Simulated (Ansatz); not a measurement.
B on the (111) surface of germanium (2x2 Ge adatom at T4; a constructed slab, bottom: 4 H on 4 bottom sites), one in a cell of 57 Å², energies for each. Energies are against an atom of alpha boron, without zero-point or thermal terms; each row is named by its start (#2, #3: further inequivalent places of a kind). No converged result for: 1 more start.

Calculation: PBE (plane waves to 420 eV, PAW; Ansatz, an electronic-structure program).

Slab: 38 atoms, 13.7 Å thick at the start with caps and adatoms under the adsorbate (thin: gaps and levels are the slab's own); k 3x3x1, smearing 0.01 eV, dipole-corrected; 20 atoms held, the rest relaxed; each run with such symmetry as its start has; spin-polarised, no spin-orbit, no U, no dispersion correction.

A negative adsorption energy means that the adsorbate is more stable on the surface than in its reference. Starts that drift may end in the same place. Heights count from the host atoms within 0.3 Å of the top one. Moments of ungapped slabs depend on the mesh.

| starting site | E_ads (eV) | height (Å) | nearest host atom (Å) | bonded to | Δ work function (eV) | lateral drift (Å) | moment (μB) |
|---|---|---|---|---|---|---|---|
| top Ge | ___ | 2.07 | Ge 2.07 | Ge | 0.67 | 0.0 | 0.6 |
| top Ge #2 | 4.26 | 0.61 | Ge 2.10 | Ge | 0.50 | 0.0 | 0.8 |
| over Ge at depth 1.5 Å (the adsorbate ended below the top plane of the host) | 2.04 | -0.88 | Ge 1.96 | 3 Ge | 0.18 | 1.4 | 0.9 |

### Question
What belongs in the gaps?

### Answer

- top Ge, E_ads (eV): 4.60
